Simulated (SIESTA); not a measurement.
# Several settings converged on HfC (I4mm, 2 atoms in the cell)

```
CELL_PARAMETERS angstrom
      0.00000     2.33160     2.33160
      2.33160     0.00000     2.33160
      2.33160     2.33160     0.00000
ATOMIC_POSITIONS crystal
  Hf 0.01072 0.01072 0.98928
  C  0.50000 0.50000 0.50000
```

Base method: SIESTA with LDA PW92, numerical atomic orbitals DZP, PseudoDojo LDA standard norm-conserving potentials (rewritten from UPF to PSML).

Base settings: XC.functional = LDA; XC.authors = PW92; potentials = PseudoDojo LDA standard; PAO.BasisSize = DZP; PAO.EnergyShift = 0.005 Ry; MeshCutoff = 400 Ry; kgrid.MonkhorstPack = 4 4 4; OccupationFunction = FD; ElectronicTemperature = 1160.45 K; MaxSCFIterations = 150.

Core times come from one kind of shared machine, to one figure; runs under 30 s give none.

**The cutoff of the real-space grid**

The second cell is the first with its lattice scaled by 0.98.

The mesh stays at the base's, so the ladder's end is converged at best in this setting alone.

Only quantities that move along the ladder and can be compared are tabulated.

| MeshCutoff | energy of the compressed cell less the first (meV/atom) | pressure (GPa) | largest difference of a force vector from the last step's (eV/Å) | core time / last (rough) |
|---|---|---|---|---|
| 140 Ry (153 Ry used) | -31.58 | -13.77 | 0.008 | – |
| 200 Ry (220 Ry used) | -31.46 | -14.11 | 0.003 | – |
| 320 Ry (343 Ry used) | -31.71 | -13.88 | 0.008 | – |
| 360 Ry (390 Ry used) | -31.55 | -13.97 | 0.010 | – |
| 480 Ry (494 Ry used) | -31.85 | -13.87 | 0.007 | 0.3 |
| 600 Ry (610 Ry used) | -31.60 | -14.00 | 0.004 | 0.4 |
| 800 Ry (878 Ry used) | -31.65 | -13.97 | 0.002 | 0.5 |
| 960 Ry (1112 Ry used) | -31.69 | -13.90 | 0.000 | 1 |

Coarsest MeshCutoff that holds the pressure within 0.05 GPa: not settled: the last two steps still differ by 0.07 GPa, over half the tolerance, so the ladder does not show it.

Coarsest MeshCutoff that holds the energy of the compressed cell less the first within 0.2 meV/atom of the last step, with all finer ones: 320 Ry (343 Ry used); the step before is off by 0.23 meV/atom.

**The setting basis size**

Level: DFT, LDA PW92, numerical atomic orbitals TZP, PseudoDojo LDA standard norm-conserving potentials (rewritten from UPF to PSML).

Moved along: PAO.BasisSize.

The second cell is the first with its lattice scaled by 0.98.

The mesh stays at the base's, so the ladder's end is converged at best in this setting alone.

The sets are ordered by size and need not be nested.

Only quantities that move along the ladder and can be compared are tabulated.

```csv
basis (functions),energy of the compressed cell less the first (meV/atom),pressure (GPa),largest difference of a force vector from the last step's (eV/Å)
SZ (14),-67.85,-21.88,0.157
SZP (22),-32.14,-13.86,0.054
DZ (24),-33.43,-14.43,0.008
DZP (32),-31.64,-13.87,0.037
TZP (42),-37.64,-14.72,0.000
```

Coarsest basis (functions) that holds the energy of the compressed cell less the first within 2 meV/atom: not settled: the last two steps still differ by 6.0 meV/atom, over half the tolerance, so the ladder does not show it.

Coarsest basis (functions) that holds the pressure within 1 GPa: not settled: the last two steps still differ by 0.85 GPa, over half the tolerance, so the ladder does not show it.

Coarsest basis (functions) that holds the forces within 0.02 eV/Å: not settled: the last two steps still differ by 0.037 eV/Å, over half the tolerance, so the ladder does not show it.

On the base run: the starting cell has typed, rounded lattice constants, without a prior relaxation at this level. Its lattice was rescaled by up to half a per cent. One atom was moved a little off its site on purpose. Values carry the incompleteness of an atom-centred basis. In the base run, with a pressure of about -14 GPa the cell is away from its equilibrium volume at this level. Without a gap this mesh is coarse (it stands for a supercell whose shortest vector is 13 Å).

Left out of this page: 1 run of the series failed or unconverged; 8 runs of the series outside the window shown, repeating another row's setting, or not comparable.
